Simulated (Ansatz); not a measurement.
Band structure of In₃Co (P4_2/mnm, 16 atoms in the cell).

```
CELL_PARAMETERS angstrom
      6.83430     0.00000     0.00000
      0.00000     6.83430     0.00000
      0.00000     0.00000     7.09220
ATOMIC_POSITIONS crystal
  In 0.00000 0.50000 0.00000
  In 0.00000 0.50000 0.50000
  In 0.50000 0.00000 0.50000
  In 0.50000 0.00000 0.00000
  Co 0.34999 0.34999 0.00000
  Co 0.15001 0.84999 0.50000
  Co 0.65001 0.65001 0.00000
  Co 0.84999 0.15001 0.50000
  In 0.15459 0.15459 0.25514
  In 0.34541 0.65459 0.75514
  In 0.84541 0.84541 0.25514
  In 0.65459 0.34541 0.75514
  In 0.65459 0.34541 0.24486
  In 0.84541 0.84541 0.74486
  In 0.34541 0.65459 0.24486
  In 0.15459 0.15459 0.74486
```
Moments meant for the start (each program seeds them in its own way; μB, in the order of the atoms In In In In Co Co Co Co In In In In In In In In): 0.0 0.0 0.0 0.0 3.0 3.0 3.0 3.0 0.0 0.0 0.0 0.0 0.0 0.0 0.0 0.0.

Method: LDA (PW92), default PAW files made with PBE (plane waves; Ansatz, a quantum-chemistry and plane-wave program).

Settings: basis.ecutwfc = 30.9 Ry; kpoints.mp_grid.grid = 4 4 3; kpoints.mp_grid.shift = 0.5 0.5 0.5; hamiltonian.xc = lda; hamiltonian.pseudopotentials = {kind: paw} (the program's default PAW files); magnetization.spin_polarized = true; scf.occupations.method = gaussian; scf.occupations.width = 0.0147 Ry; kpoints.band_path.npoints = 16.

The starting cell comes from a database of published, mostly measured structures (it also holds non-ambient and calculated ones), without a prior relaxation at this level. The starting moments vanished: the run ended non-magnetic, which need not be the lowest state. The program warned that a starting moment was not kept.

Levels in eV from the Fermi level, bands 109 to 116 of the first spin channel:
```csv
point,109,110,111,112,113,114,115,116
Γ,-0.87,-0.87,-0.40,-0.27,-0.22,-0.22,-0.11,0.72
X,-0.93,-0.93,-0.28,-0.28,0.07,0.07,0.36,0.36
M,-0.78,-0.78,-0.25,-0.25,0.46,0.46,1.39,1.39
Z,-0.95,-0.95,-0.29,-0.29,0.22,0.22,0.25,0.25
R,-0.76,-0.76,-0.22,-0.22,0.18,0.18,0.72,0.72
A,-0.57,-0.57,0.28,0.28,0.47,0.47,0.72,0.72
```

Bands cross the Fermi level along this path, so the cell is metallic at this level.

The net moment of the cell came out as 0.00 μB.

Keys are those of Ansatz 0.2.
